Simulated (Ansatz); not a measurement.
An Ansatz (an electronic-structure program) run: Ir with a change (Ir → Pt); PBEsol (Ansatz), no spin-orbit coupling, earlier PAW set.

Input:

Ansatz 0.2 input:
```yaml
crystal:
  lattice:
    - [0, 1.9590729371, 1.9590729371]
    - [1.9590729371, 0, 1.9590729371]
    - [1.9590729371, 1.9590729371, 0]
  atoms:
    - { symbol: Pt, position: [0, 0, 0] }
basis: { ecutwfc: 420, ecutrho_ratio: 4, xc_grid: 2, fft_grid_basis: typed }
kpoints: { mp_grid: { grid: [20, 20, 20] } }
hamiltonian:
  xc: pbesol
  dispersion: none
  pseudopotentials: { azcp: { folder: ./paw }, kind: paw }
scf: { occupations: { method: fermi_dirac, width: 0.05 }, convergence: { dr2_threshold: 0.0000000001 } }
output: { forces: true, stress: true }
checkpoint: { write: state.ck, write_every: 1000 }
```

Output (explanatory and most iteration lines left out):

```
Pseudopotential: Pt, paw, valence charge 18
Crystal: 1 atoms, lattice volume = 15.038 Å³
Basis set: ecut = 420 eV, 283 PW (Γ), exchange–correlation on 40×40×40 points (8 copies of the dense FFT grid, shifted against one another)
Bands: 13, of which v1, the nominal top of the filled ones, is band 9 counted from 1 (8 counted from 0)
Symmetry: 48 space group operations
Space group: Fm-3m (ITA 225), of the structure as read, at distance tolerance 2.5e-5 Å
k-points: 256 of 8000
Functional: x = pbesol(κ = 0.804, μ = 0.12345679012345678), c = pbesol(β = 0.046)
SCF iter   1: F=—  HF=-12385.806106 eV  |F-HF|=—  |Δ(HF+E_count)|=         —  Δρ=9.28e-2  dr2=1.23e0  ethr=3.10e-3  ⟨swp⟩=5.0  Hψ=17270  notcnv=0
SCF iter   2: F=—  HF=-12385.464919 eV  |F-HF|=—  |Δ(HF+E_count)|=   3.41e-1  Δρ=4.26e-2  dr2=2.42e-1  ethr=3.10e-3  ⟨swp⟩=2.2  Hψ=6522  notcnv=0
SCF 1 converged in 7 iterations: F = -12385.393380 eV  dr2 = 6.95e-12
SCF converged after 7 iterations
Free energy (F): -12385.393380 eV
Internal energy: -12385.379205 eV  (E = F + TS)
E sigma→0 (E₀):  -12385.386292 eV
Entropy (-TS):   -0.014175 eV (-14.175 meV/atom)
Fermi energy:    23.323560 eV
--- Forces (eV/Å), atoms counted from 1 ---
  atom   1  Pt     0.00000000     0.00000000    -0.00000000
--- Stress (GPa, compression-positive) ---
       -0.000252       0.000000       0.000000
       -0.000000      -0.000252       0.000000
        0.000000       0.000000      -0.000252
  P = ⅓ Tr σ = -0.0003 GPa (-0.003 kbar)
```

No phonon test of stability was made. The final runs are not spin-polarised. The cell was made from Ir by this change: Ir → Pt. Pt lies near a magnetic instability that expansion can trigger; it was not tested.
